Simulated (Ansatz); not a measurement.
**PdSb (model structure, started from the CoSn type, P6/mmm, No. 191, 6 atoms in the cell)**

Calculation: r²SCAN (Ansatz, a program for electronic structure, PAW).

Settings: plane-wave cutoff 560 eV, 12×12×12 k mesh, Fermi–Dirac smearing 0.05 eV, scalar-relativistic PAW data made under PBE.

Cell (relaxed at this level):

```xyz
6
Lattice="5.8241 0.0000 0.0000 -2.9121 5.0438 0.0000 0.0000 0.0000 4.3461" Properties=species:S:1:pos:R:3 pbc="T T T"
Pd     2.9121     0.0000     0.0000
Pd     1.4560     2.5219     0.0000
Pd    -1.4560     2.5219     0.0000
Sb     0.0000     0.0000     0.0000
Sb     0.0000     3.3626     2.1730
Sb     2.9121     1.6813     2.1730
```

For PdSb (model structure, started from the CoSn type, P6/mmm, No. 191, 6 atoms in the cell), the band gap is zero (no gap). The bulk modulus B0 comes out as 105 GPa.

Note: the bulk modulus is −V dP/dV from two relaxed cells at ±2 % in volume; the relaxation could raise the start's symmetry but not lower it, so the cell can be a saddle point.

Spin–orbit coupling is not included; it can open a gap where bands touch, and shift volumes and moduli.

Computed values are for the static lattice.

Computing time: about 13 core-minutes (a rough figure).

A model structure was made by putting elements into a prototype or built by hand; it is no filed structure, need not be a known phase, and can be a saddle point held by its symmetry.
